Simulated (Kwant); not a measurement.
Device: π system C=C1C=CC=C1 between two chain leads. The π system is taken as planar. Atoms are numbered from 0 in the order of the SMILES. Site energies (eV, carbon 0): [0.0, 0.0, 0.0, 0.0, 0.0, 0.0]. Bonds (i, j, β in eV): (0,1,-3) (1,2,-3) (2,3,-3) (3,4,-3) (4,5,-3) (5,1,-3). Leads: chains of hopping −4.5 eV, joined by −1.5 eV to atoms 2 and 5.

Site energies and bond integrals are typed Hückel values.

Computed with Kwant: Hückel tight-binding model, one pz orbital an atom, one spin, coherent transport at 0 K. Conductance is in e²/h.

Sweep values stay those of the base run.

Base results: mean G (e²/h) over the sweep 0.17; transmission at E = 0 0.11.

Question: What follows from this one change: contacts moved from atoms [2, 5] to [2, 3]?

Answer: mean G over the sweep 0.17 → 0.12 e²/h; transmission at E = 0 little changed (0.11).

Question: What follows from this one change: contacts moved from atoms [2, 5] to [0, 3]?

Answer: mean G over the sweep 0.17 → 0.13 e²/h; transmission at E = 0 0.11 → 0.095.
